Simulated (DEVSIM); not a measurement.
System: abrupt Si p-n junction, at 300 K.

Layer 1 from the left is Si, thickness (μm) 2.50, Na (cm⁻³) 4.3e15, τn (s) 2.9e-5, τp (s) 0.00029. Layer 2 from the left is Si, thickness (μm) 0.880, Nd (cm⁻³) 2.5e16, τn (s) 0.00029, τp (s) 0.00029.

Left contact: ohmic. Right contact: ohmic. Voltage is applied to the left contact. Recombination: SRH at mid-gap, Auger. Mobility is μmin + (μ − μmin)/(1 + (N/Nref)^α).

Constants are typed, rounded textbook-type inputs, not results; the design itself was drawn at random and stands for no fabricated device. Values at 300 K.

Si: gap (eV) 1.124, affinity (eV) 4.05, permittivity 11.7, Nc (cm⁻³) 2.86e19, Nv (cm⁻³) 3.1e19, μn (cm²/Vs) 1417, μp (cm²/Vs) 470, μn,min 52, μp,min 45, Nref,n 9.7e16, Nref,p 2.2e17, αn 0.68, αp 0.72, Cn (cm⁶/s) 2.8e-31, Cp (cm⁶/s) 9.9e-32.

### Question
Estimate by hand the built-in potential, the peak field at zero bias, the capacitance at -6 V, and compare with a numerical solution.

### Answer

- Built-in potential: ni = √(Nc Nv) exp(−Eg/2kT) = 1.08e10 cm⁻³ with Eg = 1.124 eV; Vbi = kT/q ln(Na Nd/ni²) = 0.712 V; numerical 0.712 V.
- Peak field at zero bias: depletion approximation: W = √(2εVbi/(qN)) = 0.501 μm with N = 3.67e15 cm⁻³; field = 2Vbi/W = 28400 V/cm; numerical 27400 V/cm (estimate above by 3.7 %).
- Capacitance at -6 V: C = √(qεN / 2(Vbi + |V|)) = 6.74 nF/cm²; numerical 6.76 nF/cm².

DEVSIM, 1D drift-diffusion, Boltzmann statistics, complete ionisation; no tunnelling, impact ionisation, image-force lowering or self-heating.
